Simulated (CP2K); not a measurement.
**Worked example: self-consistent single point of In (I4/mmm, 1 atom in the cell) in CP2K**

Level of theory: PBE, GPW, DZVP-MOLOPT-SR-GTH basis, GTH-PBE potentials (GTH_POTENTIALS) (CP2K).

This input was run:

```
&GLOBAL
  PROJECT calc
  RUN_TYPE ENERGY_FORCE
  PRINT_LEVEL LOW
&END GLOBAL
&FORCE_EVAL
  METHOD Quickstep
  STRESS_TENSOR ANALYTICAL
  &DFT
    BASIS_SET_FILE_NAME BASIS_MOLOPT
    POTENTIAL_FILE_NAME GTH_POTENTIALS
    &QS
      METHOD GPW
      EPS_DEFAULT 1E-11
    &END QS
    &MGRID
      CUTOFF 500
      REL_CUTOFF 50
      NGRIDS 5
    &END MGRID
    &SCF
      SCF_GUESS ATOMIC
      EPS_SCF 1E-6
      MAX_SCF 100
      ADDED_MOS 4
      &DIAGONALIZATION
        ALGORITHM STANDARD
      &END DIAGONALIZATION
      &MIXING
        METHOD BROYDEN_MIXING
        ALPHA 0.3
        NBUFFER 8
        BETA 1
      &END MIXING
      &SMEAR ON
        METHOD FERMI_DIRAC
        ELECTRONIC_TEMPERATURE [K] 1160.45
      &END SMEAR
    &END SCF
    &KPOINTS
      SCHEME MONKHORST-PACK 7 7 7
    &END KPOINTS
    &XC
      &XC_FUNCTIONAL PBE
      &END XC_FUNCTIONAL
    &END XC
    &PRINT
      &MO
        EIGENVALUES T
        OCCUPATION_NUMBERS T
        NDIGITS 8
        FILENAME mo
        &EACH
          QS_SCF 0
        &END EACH
        ADD_LAST NUMERIC
      &END MO
      &MULLIKEN OFF
      &END MULLIKEN
    &END PRINT
  &END DFT
  &SUBSYS
    &CELL
      ABC 3.38753900 3.38753869 3.38753885
      ALPHA_BETA_GAMMA 122.48045023 122.48044314 85.75489096
      PERIODIC XYZ
    &END CELL
    &COORD
      SCALED
      In       0.00000000     0.00000000     0.00000000
    &END COORD
    &KIND In
      BASIS_SET DZVP-MOLOPT-SR-GTH
      POTENTIAL GTH-PBE-q13
    &END KIND
  &END SUBSYS
  &PRINT
    &FORCES ON
    &END FORCES
    &STRESS_TENSOR ON
    &END STRESS_TENSOR
  &END PRINT
&END FORCE_EVAL
```

Output, abridged:

```
 GLOBAL| Method name                                                        CP2K
 GLOBAL| Project name                                                       calc
 GLOBAL| Run type                                                   ENERGY_FORCE

 TOTAL NUMBERS AND MAXIMUM NUMBERS

  Total number of            - Atomic kinds:                                   1
                             - Atoms:                                          1
                             - Shell sets:                                     1
                             - Shells:                                         7
                             - Primitive Cartesian functions:                  6
                             - Cartesian basis functions:                     30
                             - Spherical basis functions:                     25

  Maximum angular momentum of- Orbital basis functions:                        3
                             - Local part of the GTH pseudopotential:          0
                             - Non-local part of the GTH pseudopotential:      4

 SCF PARAMETERS         Density guess:                                    ATOMIC
                        max_scf:                                             100
                        max_diis:                                              4
                        eps_scf:                                        1.00E-06
                        eps_diis:                                       1.00E-01
                        eps_eigval:                                     1.00E-05
                        level_shift [a.u.]:                             0.000000
                        added MOs                                         4    0
                        Mixing method:                            BROYDEN_MIXING
                                                charge density mixing in g-space
                        Smear method:                                FERMI_DIRAC
                        Electronic temperature [K]:                       1160.5
                        Electronic temperature [a.u.]:                  3.67E-03
                        Accuracy threshold:                             1.00E-10
                        No outer SCF

 Extrapolation method: initial_guess

 Number of electrons:                                                         13
 Number of occupied orbitals:                                                  7
 Number of molecular orbitals:                                                11

 Number of orbital functions:                                                 25
 Number of independent orbital functions:                                     25

 SCF WAVEFUNCTION OPTIMIZATION

  Step     Update method      Time    Convergence         Total energy    Change
     1 NoMix/Diag. 0.30E+00      -     0.97490489       -56.3797422372 -5.64E+01
     2 Broy./Diag. 0.30E+00      -     0.01001580       -56.4495953009 -6.99E-02
     3 Broy./Diag. 0.30E+00      -     0.02829489       -56.3580049940  9.16E-02
     4 Broy./Diag. 0.30E+00      -     0.00356597       -56.3053314072  5.27E-02
     5 Broy./Diag. 0.30E+00      -     0.00048822       -56.3143334370 -9.00E-03
     6 Broy./Diag. 0.30E+00      -     0.00005374       -56.3152748473 -9.41E-04
     7 Broy./Diag. 0.30E+00      -     0.00002392       -56.3151497302  1.25E-04
     8 Broy./Diag. 0.30E+00      -     0.00004469       -56.3150867402  6.30E-05
     9 Broy./Diag. 0.30E+00      -     0.00000054       -56.3150792259  7.51E-06

  *** SCF run converged in     9 steps ***

  Electronic density on regular grids:        -12.9999999998        0.0000000002
  Core density on regular grids:               12.9999999999       -0.0000000001
  Total charge density on r-space grids:        0.0000000001
  Total charge density g-space grids:           0.0000000001

  Overlap energy of the core charge distribution:               0.00000000000001
  Self energy of the core charge distribution:                -89.95098077318002
  Core Hamiltonian energy:                                     28.11595439119422
  Hartree energy:                                              12.95324259368743
  Exchange-correlation energy:                                 -7.43265433679589
  Electronic entropic energy:                                  -0.00064110067838
  Fermi energy:                                                 0.24674240931769

  Total energy:                                               -56.31507922594413
  Total energy (extrapolated to T->0):                        -56.31475867560494

 ENERGY| Total FORCE_EVAL ( QS ) energy [hartree]            -56.315085207106279

 FORCES| Atomic forces [hartree/bohr]
 FORCES|   Atom     x               y               z               |f|
 FORCES|      1  4.32079042E-15  1.24715142E-14 -2.91112798E-14   3.19636435E-14
 FORCES| Sum     4.32079042E-15  1.24715142E-14 -2.91112798E-14
 FORCES| Total atomic force                                       3.19636435E-14

 STRESS| Analytical stress tensor [bar]
 STRESS|                        x                   y                   z
 STRESS|      x        1.75107899849E+04   3.03626598885E+03   2.83616269228E-01
 STRESS|      y        3.03626598885E+03   1.70600736822E+04   2.57616918205E-01
 STRESS|      z        2.83616269228E-01   2.57616918205E-01   1.42413194635E+04
 STRESS| 1/3 Trace                                             1.62707277102E+04
```

The run converged in 9 iterations.

The starting cell has typed, rounded lattice constants, without a prior relaxation at this level. Its lattice was rescaled by up to half a per cent. Values carry the incompleteness of an atom-centred basis.

Cost on one core of a shared machine: roughly 50 s.
